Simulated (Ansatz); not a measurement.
Base system: InP in the zinc blende structure (space group F-43m, No. 216; a = 5.907 Å). Axes: x, y, z lie along the cube axes.

Level of theory: r2SCAN (Ansatz, a quantum-chemistry and plane-wave program, PAW, no spin-orbit coupling).

Base values:

The band gap is 1.03 eV.

Modification: biaxial strain −2.08 %, plane normal [111], relaxed out of plane (Cartesian); in-plane vectors clamped, the third vector and the atoms free.

Task: Predict the new band gap, out-of-plane strain and energy relative to the base.

Result: The band gap grows by 0.05 eV (1.03 eV → 1.08 eV); the out-of-plane strain comes out as +1.25 %; the energy goes up by 10 meV/atom.

Whether these cells are dynamically stable was not tested.
